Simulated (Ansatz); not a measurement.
Input and output of a relaxation of cell and atoms for Mg3Te (I4/mmm, 4 atoms in the cell) (Ansatz, a program for electronic structure).

Computed with PBEsol, default PAW files made with PBE (plane waves; Ansatz).

```
CELL_PARAMETERS angstrom
     -2.13936     2.13936     5.28249
      2.13936    -2.13936     5.28249
      2.13936     2.13936    -5.28249
ATOMIC_POSITIONS crystal
  Mg 0.50000 0.50000 0.00000
  Mg 0.75000 0.25000 0.50000
  Mg 0.25000 0.75000 0.50000
  Te 0.00000 0.00000 0.00000
```

Reference input (self-consistent single point, DFT, PBEsol, plane waves, default PAW files made with PBE): basis.ecutwfc = 420 eV; kpoints.mp_grid.grid = 9 9 9; kpoints.mp_grid.shift = 0.5 0.5 0.5; hamiltonian.xc = pbesol; hamiltonian.pseudopotentials = {kind: paw} (the program's default PAW files); scf.occupations.method = cold; scf.occupations.width = 0.05 eV. This run's input differs from it in these lines:

Ansatz 0.2 input:
```diff
@@ -12,3 +12,3 @@
 basis:
-  ecutwfc: 420.0
+  ecutwfc: 590.0
 kpoints:
@@ -25,2 +25,4 @@
     width: 0.05
+relax:
+  cell: {}
 output:
```

The program printed (abridged):

```
   [... SCF lines of the steps left out ...]
relax step   1: F+E_penalty+E_count = -12638.37856124 eV  Δ(F+E_penalty+E_count) = +0.000e0 eV  max|allowed force component| = 6.939e-18 eV/Å  Δτ_max = 0.0000 Å  P = -1.044 GPa  Ω = 96.709 Å³  (7 SCF iters, dr2 threshold 1.00e-7 eV, accepted)
relax step   2: F+E_penalty+E_count = -12638.38750126 eV  Δ(F+E_penalty+E_count) = -8.940e-3 eV  max|allowed force component| = 1.214e-17 eV/Å  Δτ_max = 0.0000 Å  P = -0.058 GPa  Ω = 94.178 Å³  energy of the carried Pulay correction = +2.179e-5 eV  [...]
   [... lines left out ...]
relax step   7: F+E_penalty+E_count = -12638.38883153 eV  Δ(F+E_penalty+E_count) = -1.363e-4 eV  max|allowed force component| = 3.296e-17 eV/Å  Δτ_max = 0.0000 Å  P = -0.003 GPa  Ω = 93.537 Å³  energy of the carried Pulay correction = +2.769e-5 eV  [...]
relax step   8: F+E_penalty+E_count = -12638.38880403 eV  Δ(F+E_penalty+E_count) = +2.751e-5 eV  max|allowed force component| = 4.684e-17 eV/Å  Δτ_max = 0.0000 Å  P = -0.003 GPa  Ω = 93.537 Å³  stress off target by 3.16e-2 GPa  SCF on the basis [...]
basis re-selected at this cell: Δ(F+E_penalty+E_count) = +2.751e-5 eV, ΔP = +0.000 GPa vs the last step
the relaxation is at rest under the 16 symmetry operations that the run kept from its start: a minimum is not shown …
Stability not checked (fill_not_monotonic)
Free energy (F): -12638.388804 eV
Internal energy: -12638.388414 eV  (E = F + TS)
   [... lines left out ...]
Fermi energy:    8.022455 eV
  cell:  # Å, volume = 93.5367 Å³
   [... lines left out ...]
    - [2.1389960080527644, 2.1389960080527644, -5.110953414658731]
  atoms:
    - { symbol: Mg, position: [0.5000000000000001, 0.5000000000000001, 1.3954284714224566e-34] }
    - { symbol: Mg, position: [0.75, 0.25000000000000006, 0.5] }
    - { symbol: Mg, position: [0.25000000000000006, 0.75, 0.5] }
    - { symbol: Te, position: [-9.426576055273815e-35, -4.292414804206459e-35, -1.3714540328193618e-34] }
```

The run converged. 

Summary of the result:
Free energy E − TS (on the zero of these files): -12638.3888 eV
Fermi level (on the code's own zero): 8.02 eV
Pressure: 0.00 GPa
Final cell: a = 5.939 Å, b = 5.939 Å, c = 5.939 Å, α = 137.78°, β = 137.78°, γ = 61.24°
Final volume per atom: 23.38 Å³
Relaxation steps: 8

The starting cell comes from a database of computed structures (which also holds hypothetical and non-ambient phases and stackings), without a prior relaxation at this level. The relaxation keeps the symmetry of its start, so its end need not be a minimum. Ansatz's pressure includes its estimate of the finite-basis (Pulay) stress. The run gives no clean gap (levels at the Fermi energy touch, overlap or are partly filled at this smearing), which alone does not show that the compound is a metal.

Cost on one core of a shared machine: roughly 2 min.
